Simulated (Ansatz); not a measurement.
A calculation on V₂O₅ (C2/m, No. 12, 7 atoms in the cell; start mp-720166) returned equilibrium volume per atom 11.23 Å³/atom, formation enthalpy -2.421 eV/atom.

### Question
Which level of theory produced these numbers?
A. PBEsol (Ansatz, a program for electronic structure)
B. r²SCAN (Ansatz)
C. LDA (Ansatz)
D. r²SCAN-D4 (Ansatz)

### Answer
C, LDA (Ansatz)

The others give: r²SCAN 12.40 Å³/atom, -2.300 eV/atom; PBEsol 13.51 Å³/atom, -2.189 eV/atom; r²SCAN-D4 11.80 Å³/atom, -2.334 eV/atom.

Unless a cell is named, each level is at its own relaxed cell (LDA 11.23, PBEsol 13.51, r²SCAN 12.40, r²SCAN-D4 11.80 Å³/atom).

Caveats: the relaxation could not lower the start's symmetry, so the cell can be a saddle point above a distorted one (r²SCAN, PBEsol, r²SCAN-D4, LDA). Ansatz's density-functional and Hartree–Fock values are scalar-relativistic unless marked +SOC, with PAW data made under PBE.

A start named mp-… is a Materials Project structure, which need not be a measured phase.
